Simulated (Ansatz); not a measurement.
## A computed series for hypothetical R-3 C: pressure series

The reference is C (space group R-3, No. 148; a = 6.357 Å, c = 3.873 Å (hexagonal axes); a hypothetical phase, not in the database extracts checked).

Cell and atoms are relaxed at each pressure.

Calculations: PBE, PAW, 420 eV (Ansatz, a first-principles code; no SOC).

| variant | band gap | smallest direct gap | width of the top valence band | volume per atom |
|---|---|---|---|---|
| base | 3.43 eV | 4.71 eV | 3.07 eV | 5.65 Å³ |
| pressure −2 GPa | 3.44 eV | 4.69 eV | 3.04 eV | 5.68 Å³ |
| pressure −1 GPa | 3.43 eV | 4.70 eV | 3.05 eV | 5.66 Å³ |
| pressure 0.3 GPa | 3.43 eV | 4.71 eV | 3.07 eV | 5.64 Å³ |
| pressure 0.7 GPa | 3.43 eV | 4.71 eV | 3.08 eV | 5.64 Å³ |
| pressure 1.5 GPa | 3.43 eV | 4.72 eV | 3.09 eV | 5.62 Å³ |
| pressure 3 GPa | 3.43 eV | 4.73 eV | 3.12 eV | 5.60 Å³ |
| pressure 5 GPa | 3.42 eV | 4.75 eV | 3.15 eV | 5.57 Å³ |
| pressure 7.5 GPa | 3.42 eV | 4.77 eV | 3.18 eV | 5.54 Å³ |
| pressure 10 GPa | 3.42 eV | 4.79 eV | 3.22 eV | 5.50 Å³ |

Load acts through the strain it causes; cell and atoms are relaxed under it. Stability against distortions was not tested. No other phases were tried under pressure.
